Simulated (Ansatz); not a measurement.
# Effect of electrons 1.5×10^21 cm⁻³ on Be2C

Take Be₂C (space group Fm-3m, No. 225; a = 4.311 Å) as the base.

Perturbation: 0.0300 electrons added to each cell, a density of 1.5×10^21 cm⁻³, with a uniform compensating background at fixed cell and a 300 K Fermi–Dirac width.

The values are results of PBEsol (Ansatz, an electronic-structure program; PAW; 420 eV plane waves; without spin-orbit coupling), not measurements. Settings: 23×23×23 k-points, 0.0259 eV Fermi–Dirac smearing.

The gap between the host's bands hardly moves (1.08 eV against 1.07 eV) and the gap character remains indirect, Γ → X. The Fermi level relative to the doped band's edge (positive inside the band; to 0.05 eV) is +0.65 eV.

Final structure:

```xyz
3
Lattice="0.0000 2.1554 2.1554 2.1554 0.0000 2.1554 2.1554 2.1554 0.0000" Properties=species:S:1:pos:R:3 pbc="T T T"
Be     3.2330     3.2330     3.2330
Be     1.0777     1.0777     1.0777
C      0.0000     0.0000     0.0000
```
Cell charge -0.030039.

Charged cell with a jellium background: band edges are those of the host's band count, energies are not comparable with the neutral cell, and many-body gap narrowing is missing. No phonon test of stability was made.
